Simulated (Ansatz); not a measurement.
**Hypothetical fluorite ZrSe2: x(C) = 0.75, 6 atoms, P-4m2**

The parent structure is ZrSe2 in the fluorite structure (space group Fm-3m, No. 225; a = 6.597 Å; a hypothetical phase, not in the database extracts checked).

The other end (x = 1) is ZrC$_{2}$ in the fluorite structure (space group Fm-3m, No. 225; a hypothetical phase, not in the database extracts checked): 12.75 Å³/atom, gap zero; this end may not be an ambient phase.

Perturbation: a fraction x = 0.75 of the Se sites is given to C, ordered in a cell of 6 atoms (starting symmetry P-4m2) and fully relaxed.

Calculations: PBE (Ansatz, a program for electronic structure, PAW, no spin-orbit coupling), earlier PAW set. Γ-centred 13×13×7 mesh, Fermi–Dirac width 0.05 eV, for the changed cell.

| quantity | base | changed | shift |
|---|---|---|---|
| volume per atom | 23.92 Å³ | 15.08 Å³ | -8.846 Å³ |
| density | 5.76 g/cm³ | 5.46 g/cm³ | -0.30 g/cm³ |
| shortest interatomic distance | 5.398 bohr | 4.156 bohr | -1.242 bohr |
| band gap | zero | zero | – |
| mixing energy (to 0.01 eV only: unlike meshes or grids) (against an end that may be hypothetical) | – | -0.12 eV/atom | – |
| deviation of the volume from the linear (Vegard-type) interpolation | – | -3.0 % | – |

Each cell is one ordered arrangement of few atoms, which overstates ordering effects compared with a random alloy. Stability against distortions was not tested. The final runs are not spin-polarised. Zr2SeC3 and ZrC2 have a high density of states at the Fermi level and may be magnetic at this level. Under x(C) = 0.75, 6 atoms, P-4m2 the cell changed shape so far that it is another structure.
